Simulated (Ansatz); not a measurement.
# rock-salt TiC (1 1 0) on alpha cristobalite (1 0 0), 1 O on C sites at each interface (film strained to the substrate, faces as cut)

A periodic stack without vacuum, rock-salt TiC (1 1 0) on alpha cristobalite (1 0 0), 1 O on C sites at each interface (film strained to the substrate, faces as cut): substrate slab Si12O24, film O2C16Ti18, surface cells [[0, 1], [-1, 0]] and [[-1, 2], [-1, -1]], film strained by -5.4 and -4.2 %, faces O/O and CTi/CTi as cut (like faces can put a slab off its formula).

The start was prepared with a machine-learned potential, and the result is one local minimum, with the in-plane cell held and forces under 0.04 eV/Å; the film can end far from its bulk form.

The numbers are results of PBE (plane waves to 420 eV, PAW; Ansatz, a quantum-chemistry and plane-wave program), not measurements. Scalar-relativistic, without spin–orbit coupling; the runs are not spin-polarised; PBE gaps are too small against experiment. Its k-point mesh 4×5×1, Fermi–Dirac width 0.05 eV.

* **interface area**: 36.1 Å²
* **period**: 25.71 Å
* **gaps between the outermost planes at the two interfaces**: 1.45 and 1.44 Å
* **Si–Ti contacts across the interfaces within 1.22 times the sum of covalent radii**: 6, mean 2.97 Å
* **O–Ti contacts across the interfaces within 1.22 times the sum of covalent radii**: 5, mean 2.10 Å

```
CELL_PARAMETERS angstrom
      7.09806     0.00139    -0.10283
      0.00060     5.08193     0.11042
     -2.74246    -0.70450    25.74038
ATOMIC_POSITIONS crystal
  Si 0.80340 0.84358 0.17412
  Si 0.25981 0.32501 0.05608
  Si 0.54414 0.34949 0.16054
  Si 0.00049 0.84246 0.07274
  O  0.92124 0.75597 0.12619
  O  0.63505 0.63314 0.17898
  O  0.43784 0.37608 0.10188
  O  0.71406 0.13348 0.16186
  O  0.11402 0.11724 0.08191
  O  0.83645 0.83676 0.02191
  O  0.13429 0.61154 0.05039
  O  0.38995 0.26757 0.19906
  Si 0.88882 0.86671 0.37359
  Si 0.34735 0.26782 0.25930
  Si 0.63827 0.36837 0.35610
  Si 0.10692 0.77326 0.27479
  O  0.03311 0.79356 0.33155
  O  0.70667 0.67098 0.36605
  O  0.54130 0.34441 0.29610
  O  0.81900 0.17013 0.36534
  O  0.28503 0.97251 0.27369
  O  0.94048 0.85206 0.22882
  O  0.17613 0.47274 0.26647
  O  0.48217 0.29862 0.39463
  Si 0.98654 0.88662 0.56416
  Si 0.41605 0.25985 0.45185
  Si 0.74628 0.37963 0.54549
  Si 0.18690 0.75958 0.46943
  O  0.16180 0.79191 0.53123
  O  0.80729 0.68616 0.54398
  O  0.58452 0.32891 0.49746
  O  0.92603 0.18396 0.54135
  O  0.35711 0.95292 0.45626
  O  0.99250 0.83596 0.43272
  O  0.23794 0.45450 0.45766
  O  0.66683 0.30353 0.60127
  O  0.02497 0.45389 0.66362
  C  0.34635 0.11517 0.66013
  C  0.69357 0.78638 0.66155
  C  0.71389 0.28376 0.71634
  C  0.04683 0.95182 0.71765
  C  0.37984 0.61891 0.71708
  C  0.74075 0.78714 0.78047
  C  0.07385 0.45313 0.78049
  C  0.40893 0.12020 0.78077
  C  0.43543 0.62141 0.84023
  C  0.76715 0.28941 0.84070
  C  0.10040 0.95446 0.84053
  C  0.46270 0.12264 0.90321
  C  0.79711 0.78952 0.90559
  C  0.12713 0.45743 0.90379
  O  0.15284 0.96081 0.95628
  C  0.47860 0.62229 0.96060
  C  0.82727 0.29853 0.96037
  Ti 0.88008 0.62007 0.71913
  Ti 0.21567 0.28743 0.71785
  Ti 0.54553 0.94851 0.71787
  Ti 0.84781 0.11268 0.65754
  Ti 0.18222 0.78866 0.66204
  Ti 0.53065 0.44176 0.65818
  Ti 0.60152 0.95386 0.84058
  Ti 0.93355 0.62277 0.84082
  Ti 0.26797 0.28924 0.83988
  Ti 0.57454 0.45259 0.78059
  Ti 0.90693 0.12070 0.78035
  Ti 0.24222 0.78771 0.78078
  Ti 0.31667 0.28734 0.95757
  Ti 0.66391 0.95118 0.96309
  Ti 0.98331 0.62234 0.96583
  Ti 0.29640 0.78945 0.90288
  Ti 0.62832 0.45447 0.90311
  Ti 0.96085 0.12650 0.90225
```
